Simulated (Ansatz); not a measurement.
An Ansatz (an electronic-structure program) input (PBEsol (Ansatz; PAW; 420 eV plane waves; scalar-relativistic without spin-orbit coupling)):

Ansatz 0.2 input:
```yaml
crystal:
  lattice:
    - [0, 2.2200195217, 2.2200195217]
    - [2.2200195217, 0, 2.2200195217]
    - [2.2200195217, 2.2200195217, 0]
  atoms:
    - { symbol: C, position: [0, 0, 0] }
    - { symbol: Ta, position: [0.5, 0.5, 0.5] }
basis: { ecutwfc: 420, ecutrho_ratio: 4, xc_grid: 2, fft_grid_basis: typed }
kpoints: { mp_grid: { grid: [18, 18, 18] } }
hamiltonian:
  xc: pbesol
  dispersion: none
  pseudopotentials: { kind: paw }
scf: { occupations: { method: fermi_dirac, width: 0.05 }, convergence: { dr2_threshold: 0.0000000002 } }
output: { forces: true, stress: true }
```

### Question
Which symmetry and how many k-points will the program report, and about how many plane waves at Γ?

### Answer
Space group Fm-3m (ITA 225) with 48 operations, k-points 195 of 5832, and 411 plane waves at Γ.

No phonon test of stability was made. The final runs are not spin-polarised. An odd electron count without spin: TaC. The cell is TaC in the rock salt structure (space group Fm-3m, No. 225).
